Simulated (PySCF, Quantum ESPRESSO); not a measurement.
A Quantum ESPRESSO input for a self-consistent single point of AlN (F-43m, 2 atoms in the cell) (DFT, LDA (PZ), plane waves, GBRV 1.5 ultrasoft (LDA) pseudopotentials):

```fortran
&CONTROL
 calculation = 'scf',
 prefix = 'run',
 outdir = './out',
 pseudo_dir = './',
 verbosity = 'high',
 tprnfor = .true.,
 tstress = .true.,
/
&SYSTEM
 ibrav = 2,
 celldm(1) = 8.08921834,
 nat = 2,
 ntyp = 2,
 ecutwfc = 40,
 ecutrho = 200,
 occupations = 'fixed',
 nbnd = 6,
/
&ELECTRONS
 conv_thr = 1.0d-10,
 mixing_beta = 0.4,
/
ATOMIC_SPECIES
Al    26.9815  al_lda_v1.uspp.F.UPF
N     14.0070  n_lda_v1.2.uspp.F.UPF
ATOMIC_POSITIONS {crystal}
Al    0.00000000    0.00000000    0.00000000
N     0.75000000    0.75000000    0.75000000
K_POINTS {automatic}
7 7 7  0 0 0
```

### Question
Give the PySCF input for the same structure, mesh, smearing and functional.

### Answer
One input that does it (others would too):

```python
import numpy as np
from pyscf.pbc import gto, scf, dft

cell = gto.M(
    a=np.array([[0, 2.140315, 2.140315],
              [2.140315, 0, 2.140315],
              [2.140315, 2.140315, 0]]),
    atom='''
Al              0              0              0
N       3.2104725      3.2104725      3.2104725
''',
    unit='Angstrom',
    basis='gth-dzvp-molopt-sr',
    pseudo='gth-pade',
    ke_cutoff=150,
    precision=1e-06,
    max_memory=2000,
    verbose=4,
)

kpts = cell.make_kpts([7, 7, 7])
kdft = dft.KRKS(cell, kpts).multigrid_numint()
kdft.xc = 'LDA,PW'
kdft.conv_tol = 1e-08
kdft.max_cycle = 40
kdft.kernel()

res = dict(e_tot=kdft.e_tot, converged=kdft.converged, nao=cell.nao, mesh=cell.mesh, nelectron=cell.nelectron)
np.savez('results.npz', **res)
eps, occ = np.array(kdft.mo_energy), np.array(kdft.mo_occ)
nk = len(kdft.kpts)
res.update(mo_energy=eps, mo_occ=occ)
print('electrons per cell = %.6f' % (occ.sum() / nk))
full = 1.0
print('highest filled level = %.6f Ha, lowest empty level = %.6f Ha' % (eps[occ > full].max(), eps[occ <= full].min()))
np.savez('results.npz', **res)
```

Basis, cutoffs, solver keys and any potentials are the target program's own. This input uses DFT LDA, Gaussian basis gth-dzvp-molopt-sr, GTH pseudopotentials gth-pade, FFT density fitting with multigrid. LDA parametrisations can differ slightly between programs. Both were run: gap on the mesh 3.560 eV in Quantum ESPRESSO and 3.597 in PySCF.

On Quantum ESPRESSO: the starting cell comes from a database of computed structures (which also holds hypothetical and non-ambient phases and stackings), without a prior relaxation at this level. For this run, on top of that: lattice scaled by 0.98. With a pressure of about 11 GPa the cell is away from its equilibrium volume at this level.

On PySCF: the starting cell comes from a database of computed structures (which also holds hypothetical and non-ambient phases and stackings), without a prior relaxation at this level. For this run, on top of that: lattice scaled by 0.98. Values carry the incompleteness of an atom-centred basis.
